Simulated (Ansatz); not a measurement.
Start from TiO2 in the anatase structure (space group I4_1/amd, No. 141; a = 3.798 Å, c = 9.704 Å).

Method: PBE in Ansatz (plane waves to 420 eV, PAW, scalar-relativistic without spin-orbit coupling), earlier PAW set.

Before the change:

| Quantity | Value |
|---|---|
| Band gap | 2.13 eV |
| Lattice parameter a | 3.798 Å |
| Smallest direct gap | 2.43 eV |

Perturbation: hydrostatic tension (pressure −1 GPa).

Task: Predict the new band gap, lattice parameter a and smallest direct gap.

Result: The band gap remains 2.13 eV; the lattice parameter a rises by 0.004 Å to 3.802 Å; the smallest direct gap stays essentially unchanged (2.43 eV against 2.42 eV).

Load acts through the strain it causes; cell and atoms are relaxed under it. Whether these cells are dynamically stable was not tested. The final runs are not spin-polarised.

Ansatz is a program for electronic structure.
